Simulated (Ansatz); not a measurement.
## Effect of biaxial strain +4.10 %, plane normal [001], relaxed out of plane on ZnCu2SnSe4

Base system: ZnCu2SnSe4 (space group I-4, No. 82; a = 5.6992 Å, c = 11.3825 Å). Axes: x, y, z lie along a, b, c of the conventional cell.

Now apply this change: tensile biaxial strain of 4.10 % in the plane normal to [001], as in epitaxy on a mismatched substrate; the out-of-plane cell vector and the atoms relax.

The values are results of r2SCAN, PAW, 500 eV (Ansatz, a quantum-chemistry and plane-wave program; spin-orbit coupling left out), not measurements. Settings: 8×8×8 k-points, 0.05 eV Fermi–Dirac smearing.

The shortest interatomic distance rises by 0.030 Å to 2.441 Å and the energy goes up by 16 meV/atom. The pressure (mean of the normal stresses, compression positive) goes from zero to -1.77 GPa and the band gap stays essentially unchanged (0.08 eV against 0.07 eV) (uncertain: the Fermi level lies in a band; both cells). The out-of-plane strain comes out as -5.15 % and the ratio −ε⊥/ε∥ comes out as 1.26. The mean in-plane stress (compression positive) comes out as -2.7 GPa.

Whether these cells are dynamically stable was not tested. The final runs are not spin-polarised. A zero or small gap of ZnCu2SnSe4 can be the functional's error rather than a property of the material.
